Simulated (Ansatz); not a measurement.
BP (model structure, Pm-3m, No. 221, 2 atoms in the cell): properties by level of theory

```csv
level (code),equilibrium lattice constant a (Å),cohesive energy (eV/atom)
LDA (Ansatz),2.679,?
PBE (Ansatz),?,3.45
PBEsol (Ansatz),2.692,3.99
PBE-D3(BJ) (Ansatz),?,3.83
r²SCAN+rVV10 (Ansatz),?,3.34
```

Q: Complete the blanks.

A: 
- LDA (Ansatz, a first-principles code), cohesive energy (eV/atom): 4.42
- PBE (Ansatz), equilibrium lattice constant a (Å): 2.716
- PBE-D3(BJ) (Ansatz), equilibrium lattice constant a (Å): 2.674
- r²SCAN+rVV10 (Ansatz), equilibrium lattice constant a (Å): 2.709

Ansatz's density-functional and Hartree–Fock values are scalar-relativistic unless marked +SOC, with PAW data made under PBE.

Free atoms are spin-polarised, in the lowest state found; at levels without +SOC their spin–orbit coupling is left out.

Static lattice: no zero-point or thermal effects.

A model structure was made by putting elements into a prototype or built by hand; it is no filed structure, need not be a known phase, and can be a saddle point held by its symmetry.
